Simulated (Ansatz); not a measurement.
Base system: Lu in the hcp (Mg type) structure (space group P6_3/mmc, No. 194; a = 3.506 Å, c = 5.482 Å; relaxed with 0.1 eV smearing). Axes: x lies along a and z along c of the hexagonal cell.

All numbers come from PBE/PAW in Ansatz (an electronic-structure program), no spin-orbit coupling.

For the base:

| Property | Result |
|---|---|
| Shortest interatomic distance | 3.407 Å |

The change: biaxial strain −2.00 %, plane normal [001], relaxed out of plane (Cartesian); in-plane vectors clamped, the third vector and the atoms free.

**Question.** How does this affect the in-plane stress, out-of-plane strain and shortest interatomic distance?

**Answer.** The mean in-plane stress (compression positive) comes out as +2.3 GPa; the out-of-plane strain is +1.01 %; the shortest interatomic distance hardly moves (3.407 Å against 3.406 Å).

No phonon test of stability was made.
